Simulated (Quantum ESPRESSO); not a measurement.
Input and output of a self-consistent single point for CdSnAs2 (I-42d, 8 atoms in the cell) (Quantum ESPRESSO).

Method: PBEsol-D3(BJ) with three-body term, GBRV 1.5 ultrasoft (PBESOL) pseudopotentials (plane waves; Quantum ESPRESSO).

```
CELL_PARAMETERS angstrom
     -3.07305     3.07305     6.02116
      3.07305    -3.07305     6.02116
      3.07305     3.07305    -6.02116
ATOMIC_POSITIONS crystal
  Cd 0.00000 0.00000 0.00000
  Cd 0.75000 0.25000 0.50000
  Sn 0.25000 0.75000 0.50000
  Sn 0.50000 0.50000 0.00000
  As 0.62036 0.62500 0.49536
  As 0.37500 0.87036 0.99536
  As 0.12964 0.12500 0.50464
  As 0.87500 0.37964 0.00464
```

Reference input (self-consistent single point, DFT, PBEsol, plane waves, GBRV 1.5 ultrasoft (PBESOL) pseudopotentials): ecutwfc = 40 Ry; ecutrho = 200 Ry; occupations = smearing; smearing = mp; degauss = 0.0073499 Ry; potentials = {Cd: cd_pbesol_v1.uspp.F.UPF, Sn: sn_pbesol_v1.4.uspp.F.UPF, As: as_pbesol_v1.uspp.F.UPF}; K_POINTS = automatic 9 9 9 0 0 0; conv_thr = 1e-10 Ry; mixing_beta = 0.3. This run's input differs from it in these lines:

```diff
@@ -17,2 +17,5 @@
    degauss = 0.0073499,
+   vdw_corr = 'grimme-d3',
+   dftd3_version = 4,
+   dftd3_threebody = .true.,
 /
```

Output (repeated stretches shortened):

```
     Self-consistent Calculation

     iteration #  1     ecut=    40.00 Ry     beta= 0.30

     negative rho (up, down):  4.645E-02 0.000E+00

     total energy              =    -706.79941589 Ry
     estimated scf accuracy    <       1.63110696 Ry

     iteration #  2     ecut=    40.00 Ry     beta= 0.30

     negative rho (up, down):  4.629E-02 0.000E+00

     total energy              =    -706.87147694 Ry
     estimated scf accuracy    <       0.23992056 Ry

     iteration #  3     ecut=    40.00 Ry     beta= 0.30

     negative rho (up, down):  4.697E-02 0.000E+00

     total energy              =    -706.93799891 Ry
     estimated scf accuracy    <       0.02240856 Ry

   [... 9 blocks of this kind left out ...]

     iteration # 13     ecut=    40.00 Ry     beta= 0.30

     negative rho (up, down):  4.755E-02 0.000E+00

     total energy              =    -706.94067846 Ry
     estimated scf accuracy    <          4.7E-10 Ry

     iteration # 14     ecut=    40.00 Ry     beta= 0.30

     negative rho (up, down):  4.755E-02 0.000E+00
     End of self-consistent calculation

     the Fermi energy is     6.2333 ev

!    total energy              =    -706.94067847 Ry
     estimated scf accuracy    <          1.2E-11 Ry
     smearing contrib. (-TS)   =       0.00002462 Ry
     internal energy E=F+TS    =    -706.94070309 Ry

     DFT-D3 Dispersion         =      -0.17457166 Ry

     convergence has been achieved in  14 iterations

     negative rho (up, down):  4.755E-02 0.000E+00

     Forces acting on atoms (cartesian axes, Ry/au):

     atom    1 type  1   force =    -0.00000000    0.00000000    0.00000000
     atom    2 type  1   force =     0.00000000   -0.00000000   -0.00000000
     atom    3 type  2   force =     0.00000000    0.00000000    0.00000000
     atom    4 type  2   force =     0.00000000    0.00000000    0.00000000
   [... lines left out ...]
     Total force =     0.010995     Total SCF correction =     0.000003
   [... lines left out ...]

     negative rho (up, down):  4.755E-02 0.000E+00
          total   stress  (Ry/bohr**3)                   (kbar)     P=      -23.07
  -0.00015752   0.00000000   0.00000000          -23.17        0.00        0.00
   0.00000000  -0.00015752  -0.00000000            0.00      -23.17       -0.00
   0.00000000   0.00000000  -0.00015542            0.00        0.00      -22.86

   JOB DONE.
```

The run converged in 14 iterations. Against the reference run the pressure goes from -0.75 to -2.31 GPa and the largest force moves little (0.142 to 0.141 eV/Å).

The starting cell comes from a database of computed structures (which also holds hypothetical and non-ambient phases and stackings), without a prior relaxation at this level. The run gives no clean gap (levels at the Fermi energy touch, overlap or are partly filled at this smearing), which alone does not show that the compound is a metal.

Cost on one core of a shared machine: roughly 10 min.
